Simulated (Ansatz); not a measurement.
# Element substitutions in Al

The reference is Al in the fcc (Cu type) structure (space group Fm-3m, No. 225; a = 4.0143 Å).

Each row replaces one element on all its sites; cell and atoms are relaxed.

Levels (all Ansatz, an electronic-structure program, PAW): PBEsol (420 eV, spin-orbit coupling left out); r2SCAN (500 eV, without spin-orbit coupling).

Pressures by level, all at the geometries relaxed with PBEsol:

```csv
case,PBEsol,r2SCAN
base,0.0 GPa,-1.5 GPa
Al → Y,0.0 GPa,3.1 GPa
Al → Mg,0.0 GPa,0.1 GPa
```

Single points use the geometry relaxed with PBEsol. Their cutoffs differ, which shifts pressures a little. Whether these cells are dynamically stable was not tested. For Mg in this form, whether it has been made was not checked. All final runs are without spin polarisation. This is not the structure that Y has at room temperature and ambient pressure. This is not the structure that Mg has at room temperature and ambient pressure.
